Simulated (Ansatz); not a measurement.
The starting structures come from a database of crystals and need not be the phases stable at ambient conditions.

 Where the default PAW files enter, the runs use the earlier of Ansatz's two default sets.

By PBEsol, the system below comes out a metal.

Without scattering a metal conducts by its projected Fermi surface.

```xyz
6
Lattice="5.1250 0.0000 0.0000 2.5625 4.4672 0.0000 2.5625 0.0000 4.3952" Properties=species:S:1:pos:R:3 pbc="T T T"
Ti     6.4062     2.2336     2.1976
Ti     2.5625     0.0000     0.0000
Ge     3.8437     2.2336     0.7263
Ge     3.8437     2.2336     3.6688
Ge     5.1250     0.0000     1.4712
Ge     2.5625     0.0000     2.9239
```

Space group of this cell: Fddd. The cell is strained (all lengths scaled by 1.02); by PBEsol its mean pressure is -8.4 GPa.

The current flows along the normal of the first two printed cell vectors. No spin-orbit coupling; the value is a mean over 0.1 eV about the Fermi level.

Question: Give the ballistic conductance per area that PBEsol (Ansatz, a program for electronic structure) yields.

Answer: 0.49 × 10¹⁵ S/m² for both spins.
